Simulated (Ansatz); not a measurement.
Density of states of BP (F-43m) below the valence band maximum, Ansatz (a quantum-chemistry and plane-wave program) with HSE06, rigid bands; cell volume 23.1 Å³.

(energy from edge (eV), 10⁻³ states/eV/cell): (0.006, 17.5); (0.031, 37.9); (0.056, 50.7); (0.081, 60.9); (0.106, 69.7); (0.131, 77.6); (0.156, 85.5); (0.181, 92.3); (0.206, 99.0); (0.231, 105); (0.256, 111); (0.281, 118); (0.319, 126); (0.344, 132); (0.369, 138); (0.394, 144); (0.419, 149); (0.444, 154); (0.469, 160); (0.494, 164); (0.519, 170); (0.544, 176); (0.569, 181); (0.594, 187)

**Question.** What effective density of states at 300 K does this give (∫ g(E) exp(−E/k_BT) dE, both spins, divided by the cell's size)?

**Answer.** 3.5e19 cm⁻³, a density-of-states mass of 1.25 mₑ, valleys and band degeneracy included.

Spin-orbit coupling is left out; where it splits the top of the valence band, N_v and the p-type Seebeck coefficient come out somewhat high without it. Geometry: cell and atoms relaxed with PBEsol.
